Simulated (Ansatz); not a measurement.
## How the smallest direct gap on the k points sampled of BN (model structure, P6₂22, No. 180, 6 atoms in the cell) moves with the method

No measured value is used here.

| level (code) | value (eV) |
|---|---|
| LDA (Ansatz) | 6.17 |
| PBEsol (Ansatz) | 6.15 |
| r²SCAN (Ansatz) | 6.94 |
| HSE06 (Ansatz) | (withheld) |
| PBE0 (Ansatz) | (withheld) |
| r²SCAN0 (Ansatz) | 9.03 |

Task: Complete the blanks.

Result: 
- HSE06 (Ansatz, a first-principles code), value (eV): 7.83
- PBE0 (Ansatz), value (eV): 8.58

At these levels the smallest gap is indirect and lower: LDA 3.66, PBEsol 3.60, r²SCAN 4.24, HSE06 5.02, PBE0 5.77, r²SCAN0 6.10 eV. Computed values are for a static lattice.  Values are at the PBE-D3(BJ) cell. Cutoffs and k meshes differ between the levels. Ansatz's density-functional and Hartree–Fock values are scalar-relativistic unless marked +SOC, with PAW data made under PBE.

A model structure was made by putting elements into a prototype or built by hand; it is no filed structure, need not be a known phase, and can be a saddle point held by its symmetry.
